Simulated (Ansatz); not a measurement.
A (9,9) silicon nanotube has 36 atoms in a period of 3.860 Å, a mean diameter of 19.22 Å, and lies 12 meV/atom over the flat sheet relaxed at the same level.

Level of theory: PBE (plane waves to 420 eV, PAW; Ansatz, a first-principles code). Mesh 1×1×18. No spin polarisation. It repeats along c; a and b span vacuum. A hypothetical model, rolled from the flat sheet. It keeps the symmetry and period of its start, so it need not be a minimum against all distortions.

### Question
Which bending rigidity of the sheet does this imply in the thin-plate picture?

### Answer
A plate bent to radius R stores D/(2R²) an area. The area an atom is π × 19.22 × 3.860/36 = 6.47 Å², so the stored energy is 0.012/6.47 = 0.0019 eV/Å². With R = 9.610 Å, D = 2R² × 0.0019 = 0.35 eV.
